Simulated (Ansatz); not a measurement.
## Response to strain in Ge

Consider Ge in the diamond structure (space group Fd-3m, No. 227; a = 5.622 Å).

Strains are applied to the cell and any free atomic positions relax.

All numbers come from Ansatz (a quantum-chemistry and plane-wave program), LDA, PAW, cutoff 420 eV, without spin-orbit coupling.

Notes on the quantities. energy relative to the base: free energy F.

| change | energy relative to the base | volume per atom | pressure |
|---|---|---|---|
| base | 0 meV/atom | 22.21 Å³ | 0.0 GPa |
| isotropic strain −3.00 % | +45 meV/atom | 20.27 Å³ | 8.2 GPa |
| isotropic strain −2.50 % | +31 meV/atom | 20.59 Å³ | ___ |
| isotropic strain −1.50 % | ___ | 21.23 Å³ | 3.6 GPa |
| isotropic strain −1.00 % | +4.6 meV/atom | 21.55 Å³ | 2.3 GPa |
| isotropic strain −0.50 % | +1.1 meV/atom | 21.88 Å³ | 1.1 GPa |
| isotropic strain +0.50 % | +1.1 meV/atom | 22.55 Å³ | -1.0 GPa |
| isotropic strain +1.50 % | ___ | 23.23 Å³ | -2.9 GPa |
| isotropic strain +2.00 % | +17 meV/atom | 23.57 Å³ | ___ |
| isotropic strain +3.00 % | +36 meV/atom | 24.27 Å³ | -5.1 GPa |

Question: Some entries are withheld; estimate them.

Answer: 
- isotropic strain −2.50 %, pressure: 6.5 GPa
- isotropic strain −1.50 %, energy relative to the base: +11 meV/atom
- isotropic strain +1.50 %, energy relative to the base: +9.5 meV/atom
- isotropic strain +2.00 %, pressure: -3.7 GPa

Stability against distortions was not tested.
